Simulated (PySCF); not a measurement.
PySCF 2.14.0, unrestricted HF/def2-svp, df: Mn(F)(Br) ([F][Mn][Br]), charge 0, multiplicity 6, 3 atoms. The geometry is a generated start, not checked to be a minimum at this level.

```json
{
 "task": "energy",
 "method": "hf",
 "basis": "def2-svp",
 "two_electron_scheme": "density fitting",
 "mol.max_memory": "3000 MB",
 "mf.max_cycle": "100",
 "mf.conv_tol": "1e-09 (default)",
 "basis_functions": "77"
}
```

```xyz
3

Mn     0.3867    -0.2055     0.1562
F      1.2177     0.5459    -1.1640
Br    -1.6044    -0.3404     1.0078
```

Charge 0 and multiplicity 6 are set for this test and not shown to be the ground state.

With the defaults (mf.DIIS = CDIIS, mf.diis = true, mf.init_guess = minao, mf.damp = 0, mf.diis_start_cycle = 1, mf.diis_space = 8) it converges in 17 Fock builds. One run each on 2 threads, 1 BLAS thread, with these changes:
- mf.damp = 0.7, mf.diis_start_cycle = 8
- mf.init_guess = 1e
- mf.DIIS = EDIIS
- mf.diis = false
- mf.diis = false, mf.damp = 0.7, mf.diis_start_cycle = 999
- mf.init_guess = sap
- mf.damp = 0.3, mf.diis_start_cycle = 4
- mf.init_guess = atom
- mf.diis_space = 3

**Question.** Which runs fail or end elsewhere than the default run?

**Answer.** No convergence: mf.DIIS = EDIIS; mf.diis = false (the run ends without SCF convergence in 100 cycles). The rest reach the solution of the defaults.

```csv
setting,Fock builds,end
mf.init_guess = atom,16,same solution
the defaults,17,same solution
mf.init_guess = sap,17,same solution
"mf.damp = 0.7, mf.diis_start_cycle = 8",19,same solution
mf.diis_space = 3,19,same solution
"mf.damp = 0.3, mf.diis_start_cycle = 4",21,same solution
mf.init_guess = 1e,21,same solution
"mf.diis = false, mf.damp = 0.7, mf.diis_start_cycle = 999",59,same solution
mf.DIIS = EDIIS,101,no convergence
mf.diis = false,101,no convergence
```
